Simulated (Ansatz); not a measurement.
Cell and atoms of amorphous Ti$_{14}$Si$_{10}$N$_{28}$:

```xyz
52
Lattice="8.5321 -0.2451 0.1845 -0.2451 8.1206 -0.2942 0.1845 -0.2942 8.6782" Properties=species:S:1:pos:R:3 pbc="T T T"
Ti     8.3220     5.9798     8.3068
Ti     4.5046     0.3867     0.7818
Ti     6.4675     7.7616     3.4304
Ti     0.3630     2.1780     3.2637
Ti     3.0519     1.8468     2.8635
Ti     3.2813     4.2160     1.6783
Ti     0.0179     4.7186     2.0478
Ti     4.2571     4.6081     4.4549
Ti     6.9812     2.8483     5.5060
Ti     2.5948     4.7562     7.8199
Ti     1.3827     2.1692     0.4106
Ti     1.1088     7.6245     1.6049
Ti     5.9991     0.3812     6.3289
Ti     1.6657     5.7564     4.6342
Si     3.3648     0.1210     5.7540
Si     4.1784     2.0930     7.8149
Si     2.0748     2.6797     5.7673
Si     0.4365     0.2611     5.1556
Si     7.2020     3.3696     8.0754
Si     5.5566     6.0288     0.6184
Si     3.8894     6.9253     2.9940
Si     7.3838     5.4829     5.4280
Si     5.9702     2.3240     3.0464
Si     7.3035     0.7872     0.5727
N      2.5744     4.3456     5.6003
N      7.4314     3.1879     3.1515
N      4.0387     5.3546     0.0805
N      5.8259     2.5019     7.3114
N      0.3682     0.3211     0.4608
N      6.8921     4.9015     0.6210
N      3.6560     2.1831     0.8205
N      6.2488     7.2110     8.3344
N      7.2693     7.2531     5.5220
N      1.1477     5.9073     0.3750
N      3.0930     1.6005     4.8850
N      1.5601     3.2993     2.1591
N     -0.0194     5.5429     3.8877
N      4.1517     0.4145     7.2763
N      7.9934     4.5314     6.8379
N      5.3861     6.5073     2.2798
N      6.1469     1.3634     4.5530
N      0.1821     0.2186     3.3932
N      2.8474     5.5713     3.1130
N      6.1693     1.0830     1.8649
N      2.5301     2.6710     7.4513
N      5.9399     4.6300     5.1965
N      0.4416     2.0705     5.3637
N      8.1429     2.0409     8.6655
N      1.5365     7.5129     5.5143
N      4.3173     7.2407     4.6604
N      4.5362     3.3006     3.0164
N      3.2855    -0.0574     2.3210
```

All values below come from PBE, scalar-relativistic without spin-orbit coupling (plane waves to 420 eV, PAW; Ansatz, a program for electronic structure). The usual formal charges leave 12 electrons over, so the level spacing at the Fermi energy parts defect or band states and needn't be the band gap.

It comes from a melt-quench run on a machine-learned potential (CHGNet), relaxed afterwards by DFT. N atoms were pushed apart under 1.9 Å during the dynamics, to hinder bonds among them. The hot cell started wider than the set density and was brought back towards it in steps. It is the lowest in DFT energy of 4 quenches. It is a model cell: composition and starting density were chosen by hand, and all elements were melted together. No dispersion term was used. Its density started from a set value of 3.70 and ended at 3.72 g/cm³. The simulated quench (nominally 480 K/ps over its main leg) is rapid and tends to freeze in more defects than a deposited or slowly cooled glass has. A cell of this size samples the disorder only roughly. Volume and shape were free in the relaxation.

Cut-offs for bonds: Ti-Ti 3.12 Å, Ti-Si 2.78 Å, Ti-N 2.76 Å, Si-Si 2.60 Å, Si-N 2.04 Å, N-N 1.70 Å. Two cations that share two anions don't count as bonded, nor two that share one unless they lie closer than Ti-Ti 3.04 Å, Ti-Si 2.71 Å, Si-Si 2.38 Å.

Q: Give the coordination numbers, mean bond lengths and angles.

A: 
```
Item                                                                                                           Value
---------------------------------  ---------------------------------------------------------------------------------
Mean coordination of Ti by anions  4.93 (4 with 4, 7 with 5, 3 with 6); 6 close contacts or bonds to cations besides
Mean coordination of Si by anions                                                                   4.00 (10 with 4)
Mean coordination of N                                                          3.89 (7 with 3, 17 with 4, 4 with 5)
Mean Ti-N bond                                                                  2.120 Å (spread 0.178 Å, 69 counted)
Mean Si-N bond                                                                  1.758 Å (spread 0.038 Å, 40 counted)
Mean Ti-Ti close contact                                                         2.859 Å (spread 0.124 Å, 3 counted)
Bond angle at Ti                                                                           mean 103.3°, spread 27.9°
Bond angle at Si                                                                           mean 109.4°, spread 10.4°
Bond angle at N                                                                            mean 108.7°, spread 22.6°
```

Q: List the pairs of like atoms that count as bonded by the rules above.

A: Ti4-Ti11 (3.03 Å), Ti4-Ti5 (2.74 Å), Ti6-Ti10 (2.81 Å).

Q: What Bader charges do the atoms carry, from a run on a 2×2×2 shifted mesh?

A: Means (range): Ti +1.76 e (+1.59 to +1.89), Si +3.04 e (+2.98 to +3.08), N -1.96 e (-2.14 to -1.63).
```tsv
atom	charge (e)
Ti1	+1.80
Ti2	+1.83
Ti3	+1.81
Ti4	+1.64
Ti5	+1.59
Ti6	+1.76
Ti7	+1.83
Ti8	+1.89
Ti9	+1.73
Ti10	+1.71
Ti11	+1.70
Ti12	+1.67
Ti13	+1.75
Ti14	+1.89
Si15	+3.08
Si16	+3.01
Si17	+3.06
Si18	+3.04
Si19	+3.00
Si20	+3.03
Si21	+3.08
Si22	+3.03
Si23	+3.07
Si24	+2.98
N25	-1.90
N26	-1.77
N27	-1.83
N28	-2.10
N29	-1.89
N30	-2.12
N31	-1.87
N32	-2.12
N33	-2.12
N34	-1.63
N35	-2.14
N36	-1.69
N37	-1.74
N38	-2.13
N39	-2.08
N40	-2.12
N41	-1.80
N42	-1.88
N43	-1.88
N44	-2.11
N45	-2.09
N46	-1.77
N47	-2.11
N48	-2.08
N49	-2.13
N50	-2.13
N51	-1.83
N52	-1.91
```
